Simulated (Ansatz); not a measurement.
**Response to strain in hypothetical rock salt SbP**

Take SbP in the rock salt structure (space group Fm-3m, No. 225; a hypothetical phase, not in the database extracts checked; relaxed with 0.1 eV smearing) as the base.

```
SbP
1.0
    0.00000     2.80018     2.80018
    2.80018     0.00000     2.80018
    2.80018     2.80018     0.00000
P Sb
1 1
Direct
  0.00000   0.00000   0.00000
  0.50000   0.50000   0.50000
```

Cartesian axes are those of the cell as printed.

Strains are applied to the cell and any free atomic positions relax; under biaxial strain the out-of-plane vector relaxes too.

The values are results of DFT with r2SCAN, PAW potentials and a 500 eV plane-wave cutoff in Ansatz (an electronic-structure program), scalar-relativistic without spin-orbit coupling, not measurements.

Notes on the quantities. energy relative to the base: free energy F; pressure: mean of the normal stresses, compression positive.

```csv
change,energy relative to the base,volume per atom,pressure
base,0 meV/atom,21.96 Å³,0.0 GPa
"biaxial strain +0.89 %, plane normal [001], relaxed out of plane",+2.2 meV/atom,22.30 Å³,-1.2 GPa
isotropic strain −0.34 %,+0.6 meV/atom,21.73 Å³,0.8 GPa
isotropic strain +0.22 %,+0.2 meV/atom,22.10 Å³,-0.5 GPa
isotropic strain +2.63 %,+31 meV/atom,23.73 Å³,-5.3 GPa
isotropic strain +3.66 %,+59 meV/atom,24.46 Å³,-6.9 GPa
isotropic strain +4.92 %,+102 meV/atom,25.36 Å³,-8.5 GPa
uniaxial strain ε_xx = −1.29 %,+2.3 meV/atom,21.67 Å³,1.1 GPa
uniaxial strain ε_xx = +0.84 %,+0.9 meV/atom,22.14 Å³,-0.6 GPa
tensor shear ε_yz = −0.26 %,+0.1 meV/atom,21.96 Å³,0.0 GPa
```

Stability against distortions was not tested. All final runs are without spin polarisation.
